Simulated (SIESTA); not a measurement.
A self-consistent single point of NbS₂Br₂ (P-1, 10 atoms in the cell) with SIESTA.

Computed with SIESTA with LDA PW92, numerical atomic orbitals DZP, PseudoDojo LDA standard norm-conserving potentials (rewritten from UPF to PSML).

```yaml
crystal:
  lattice:
    - [6.62295, 0.00000, 0.00000]
    - [3.26776, 5.76704, 0.00000]
    - [2.84330, -1.60419, 6.81625]
  atoms:
    - { symbol: Nb, position: [0.87382, 0.87488, 0.00037] }
    - { symbol: Nb, position: [0.12618, 0.12512, 0.99963] }
    - { symbol: S, position: [0.79789, 0.23896, 0.87171] }
    - { symbol: S, position: [0.20211, 0.76104, 0.12829] }
    - { symbol: S, position: [0.13933, 0.94585, 0.70110] }
    - { symbol: S, position: [0.86067, 0.05415, 0.29890] }
    - { symbol: Br, position: [0.76161, 0.57984, 0.22686] }
    - { symbol: Br, position: [0.23839, 0.42016, 0.77314] }
    - { symbol: Br, position: [0.64639, 0.82580, 0.77308] }
    - { symbol: Br, position: [0.35361, 0.17420, 0.22692] }
```

Reference input (self-consistent single point, DFT, LDA PW92, numerical atomic orbitals DZP, PseudoDojo LDA standard norm-conserving potentials (rewritten from UPF to PSML)): XC.functional = LDA; XC.authors = PW92; potentials = PseudoDojo LDA standard; PAO.BasisSize = DZP; PAO.EnergyShift = 0.01 Ry; MeshCutoff = 350 Ry; kgrid.MonkhorstPack = 5 5 4; OccupationFunction = FD; ElectronicTemperature = 10 K; MaxSCFIterations = 150; SCF.Mixer.Method = Pulay; SCF.Mixer.Weight = 0.25. This run's input differs from it in these lines:

```diff
@@ -37,5 +37,5 @@
 %block kgrid.MonkhorstPack
-    5   0   0  0.0
-    0   5   0  0.0
-    0   0   4  0.0
+    2   0   0  0.0
+    0   2   0  0.0
+    0   0   2  0.0
 %endblock kgrid.MonkhorstPack
```

Log, with long lists cut:

```
        iscf     Eharris(eV)        E_KS(eV)     FreeEng(eV)     dDmax    Ef(eV) dHmax(eV)
   scf:    1    -6263.593075    -6299.546884    -6299.546884  0.641598 -2.150614 18.582949
   scf:    2    -6312.577953    -6316.400662    -6316.400662  0.337479 -4.329773  1.950779
   scf:    3    -6317.520836    -6317.544278    -6317.544278  0.061786 -4.134471  2.053711
   scf:    4    -6317.679153    -6317.745255    -6317.745255  0.067918 -4.714836  0.604831
   scf:    5    -6317.654121    -6317.781176    -6317.781176  0.020630 -4.623387  0.863055
   [... 4 lines left out ...]
   scf:   10    -6317.823934    -6317.823932    -6317.823932  0.000234 -3.713609  0.000302
   scf:   11    -6317.823932    -6317.823932    -6317.823932  0.000014 -3.713637  0.000250
   scf:   12    -6317.823932    -6317.823932    -6317.823932  0.000021 -3.713536  0.000100
   scf:   13    -6317.823932    -6317.823932    -6317.823932  0.000007 -3.713511  0.000059
SCF Convergence by DM+H criterion
max |DM_out - DM_in|         :     0.0000069421
max |H_out - H_in|      (eV) :     0.0000591557
SCF cycle converged after 13 iterations

Using DM_out to compute the final energy and forces

siesta: E_KS(eV) =            -6317.8239

siesta: E_KS - E_eggbox =     -6317.8239

siesta: Atomic forces (eV/Ang):
     1   -0.443744   -0.250354    0.024857
     2    0.443744    0.250354   -0.024857
     3   -0.303039    0.512648    0.615489
     4    0.303039   -0.512648   -0.615489
     5    0.383700   -0.616042   -0.265356
     6   -0.383701    0.616041    0.265356
     7    0.112512   -0.029580   -0.350506
     8   -0.112512    0.029581    0.350506
     9   -0.024416    0.147393    0.339987
    10    0.024417   -0.147393   -0.339987
   Tot    0.000000    0.000000   -0.000000
   Max    0.616042
   [... lines left out ...]
siesta: FreeEng =     -6317.823932
   [... lines left out ...]
siesta:     0.032422    0.002203    0.002511
siesta:     0.002203    0.029129   -0.004105
siesta:     0.002511   -0.004105    0.029172

siesta: Cell volume =        260.345182 Ang**3

siesta: Pressure (static):
siesta:                Solid            Molecule  Units
siesta:          -0.00032937         -0.00026344  Ry/Bohr**3
siesta:          -0.03024091         -0.02418827  eV/Ang**3
siesta:         -48.45127840        -38.75388360  kBar
```

The run converged in 13 iterations. Against the reference run the free energy falls by 3.9 meV/atom, the pressure hardly changes (-4.78 to -4.85 GPa), the largest force moves little (0.853 to 0.856 eV/Å) and the gap on the mesh goes from 1.481 to 1.455 eV.

The starting cell comes from a database of computed structures (which also holds hypothetical and non-ambient phases and stackings), without a prior relaxation at this level. Values carry the incompleteness of an atom-centred basis. With a pressure of about -5 GPa the cell is away from its equilibrium volume at this level.

Cost on one core of a shared machine: roughly 40 s.
